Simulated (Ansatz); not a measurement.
Fluorite HfO2 (high-temperature phase) was calculated with BLYP (Ansatz, an electronic-structure program, PAW).

Settings: plane-wave cutoff 520 eV, 8×8×8 k mesh, scalar-relativistic PAW data made under PBE.

Computed at the level's own relaxed cell.

```
CELL_PARAMETERS angstrom
      0.00000     2.57132     2.57132
      2.57132     0.00000     2.57132
      2.57132     2.57132     0.00000
ATOMIC_POSITIONS crystal
  Hf 0.00000 0.00000 0.00000
  O  0.25000 0.25000 0.25000
  O  0.75000 0.75000 0.75000
```

Task: Give the elastic tensor (Voigt notation, GPa, ions relaxed, in the Cartesian axes of the cell as printed).

Result: 
```
  528.2    87.2    87.2     0.0     0.0     0.0
   87.2   528.2    87.2     0.0     0.0     0.0
   87.2    87.2   528.2     0.0     0.0     0.0
    0.0     0.0     0.0    62.3     0.0     0.0
    0.0     0.0     0.0     0.0    62.3     0.0
    0.0     0.0     0.0     0.0     0.0    62.3
```

Note: symmetry holds this phase in the static calculation, where it need not be a minimum; held by symmetry at 0 K, a high-temperature phase can be a saddle point.

Spin–orbit coupling is not included.

Computed values are for the static lattice.
